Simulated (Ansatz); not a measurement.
Take CdSiP2 in the chalcopyrite structure (space group I-42d, No. 122; a = 5.7239 Å, c = 10.5825 Å) as the base. Axes: x, y, z lie along a, b, c of the conventional cell.

Level of theory: PBE (Ansatz, a program for electronic structure), without spin-orbit coupling.

For the base:

- Hole mass: 0.14 mₑ along c, 0.47 mₑ across (at Γ)
- Valence-band top at Γ: 0.00, -0.25, -0.25 eV

It is then changed as follows: uniaxial stress, 1 GPa tension along z; all other stress components relax to zero.

Q: What does the calculation give for the hole mass and valence-band top at Γ after the change?

A: The hole mass becomes 0.13 mₑ along z, 0.49 mₑ across (at Γ) (base: 0.14 mₑ along c, 0.47 mₑ across (at Γ)); the valence-band top at Γ (three highest levels, from the VBM) becomes 0.00, -0.18, -0.18 eV (base: 0.00, -0.25, -0.25 eV).

The levels and masses belong to the bands next to the band gap. Load acts through the strain it causes; cell and atoms are relaxed under it. Effective masses come from finite differences of ±0.01 Å⁻¹. Stability under load was not tested beyond the relaxation.
